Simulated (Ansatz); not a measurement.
CsCl-type AuZn (cubic form, which distorts at low temperature), treated with r²SCAN in Ansatz (plane waves, PAW).

Run with plane-wave cutoff 600 eV, 12×12×12 k mesh, Fermi–Dirac smearing 0.1 eV, finite displacements, scalar-relativistic PAW data made under PBE.

Cell (relaxed at this level):

```cif
data_AuZn
_chemical_formula_sum 'Zn1 Au1'
_space_group_name_H-M_alt 'P 1'
_space_group_IT_number 1
_cell_length_a 3.14885
_cell_length_b 3.14885
_cell_length_c 3.14885
_cell_angle_alpha 90.000
_cell_angle_beta 90.000
_cell_angle_gamma 90.000
loop_
_space_group_symop_operation_xyz
  'x, y, z'
loop_
_atom_site_label
_atom_site_type_symbol
_atom_site_fract_x
_atom_site_fract_y
_atom_site_fract_z
_atom_site_occupancy
Zn1 Zn 0.50000 0.50000 0.50000 1
Au1 Au 0.00000 0.00000 0.00000 1
```

Question: Predict the TO(Γ) frequency.

Answer: 
TO(Γ) frequency: 136 cm⁻¹

Note: symmetry holds this phase in the static calculation, where it need not be a minimum.

Spin–orbit coupling is not included; it can shift volumes and moduli of such heavy elements.

It cost roughly 19 core-minutes of CPU time.

Ansatz is a program for electronic structure.
